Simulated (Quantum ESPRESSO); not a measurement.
Quantum ESPRESSO run on RbH (Fm-3m, 2 atoms in the cell): self-consistent single point.

Computed with LDA (PW92), PseudoDojo standard norm-conserving (LDA) pseudopotentials (plane waves; Quantum ESPRESSO).

The change in words: lattice scaled by 0.98; ecutwfc: 75 Ry → 26 Ry. Reference geometry:
```yaml
crystal:
  lattice:
    - [0.00000, 2.98906, 2.98906]
    - [2.98906, 0.00000, 2.98906]
    - [2.98906, 2.98906, 0.00000]
  atoms:
    - { symbol: Rb, position: [0.50000, 0.50000, 0.50000] }
    - { symbol: H, position: [0.00000, 0.00000, 0.00000] }
```

Reference input (self-consistent single point, DFT, LDA (PW92), plane waves, PseudoDojo standard norm-conserving (LDA) pseudopotentials): ecutwfc = 75 Ry; occupations = fixed; potentials = {Rb: Rb.upf, H: H.upf}; K_POINTS = automatic 5 5 5 0 0 0; nbnd = 13; conv_thr = 1e-10 Ry; mixing_beta = 0.7. This run's input differs from it in these lines:

```diff
@@ -10,6 +10,6 @@
     ibrav = 0
-    celldm(1) = 7.98819205
+    celldm(1) = 7.82842875
     nat = 2
     ntyp = 2
-    ecutwfc = 75
+    ecutwfc = 26
     occupations = 'fixed'
```

Log, with long lists cut:

```
     Self-consistent Calculation

     iteration #  1     ecut=    26.00 Ry     beta= 0.70

     total energy              =     -55.30487906 Ry
     estimated scf accuracy    <       0.13591034 Ry

     iteration #  2     ecut=    26.00 Ry     beta= 0.70

     total energy              =     -55.33533601 Ry
     estimated scf accuracy    <       0.00899537 Ry

     iteration #  3     ecut=    26.00 Ry     beta= 0.70

     total energy              =     -55.33700550 Ry
     estimated scf accuracy    <       0.00018166 Ry

   [... 2 blocks of this kind left out ...]

     iteration #  6     ecut=    26.00 Ry     beta= 0.70

     total energy              =     -55.33701753 Ry
     estimated scf accuracy    <          6.8E-10 Ry

     iteration #  7     ecut=    26.00 Ry     beta= 0.70
     End of self-consistent calculation

     highest occupied, lowest unoccupied level (ev):     2.4437    5.5498

!    total energy              =     -55.33701753 Ry
     estimated scf accuracy    <          1.1E-11 Ry

     convergence has been achieved in   7 iterations

     Forces acting on atoms (cartesian axes, Ry/au):

     atom    1 type  1   force =     0.00000000    0.00000000    0.00000000
     atom    2 type  2   force =     0.00000000    0.00000000    0.00000000

     Total force =     0.000000     Total SCF correction =     0.000000

          total   stress  (Ry/bohr**3)                   (kbar)     P=      -98.40
  -0.00066888   0.00000000   0.00000000          -98.40        0.00        0.00
   0.00000000  -0.00066888   0.00000000            0.00      -98.40        0.00
  -0.00000000   0.00000000  -0.00066888           -0.00        0.00      -98.40

   JOB DONE.
```

The run converged in 7 iterations. Against the reference run the free energy rises by 379 meV/atom, the pressure goes from -1.20 to -9.84 GPa and the gap on the mesh hardly changes (3.105 to 3.106 eV).

The starting cell comes from a database of computed structures (which also holds hypothetical and non-ambient phases and stackings), without a prior relaxation at this level. Its lattice was rescaled by up to half a per cent. For this run, on top of that: lattice scaled by 0.98. At the lowered cutoff the pressure carries the error of an incomplete plane-wave basis.
